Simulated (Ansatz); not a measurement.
# Mg2Sn: response to strain

Consider Mg$_{2}$Sn (space group Fm-3m, No. 225; a = 6.6638 Å; relaxed with 0.1 eV smearing). Axes: x, y, z lie along the cube axes.

Strains are applied to the cell and any free atomic positions relax; under biaxial strain the out-of-plane vector relaxes too.

Method: LDA, PAW, 420 eV (Ansatz, a first-principles code; without spin-orbit coupling).

Notes on the quantities. energy relative to the base: free energy F.

```csv
"biaxial strain, plane normal [111], relaxed out of plane (%)",energy relative to the base (meV/atom)
0,0.0
0.42,?
0.83,1.0
1.25,2.4
1.67,4.2
2.08,6.4
2.5,9.2
```

Q: Fit ΔE = Aε² + Bε³ (ε in %) to the rows shown and predict the withheld row.

A: Least squares on the printed values gives A = 1.56 and B = -0.035 meV/atom (largest residual 0.1 meV/atom); this predicts 0.3 meV/atom, and the run gives 0.3 meV/atom, in agreement.

No phonon test of stability was made.
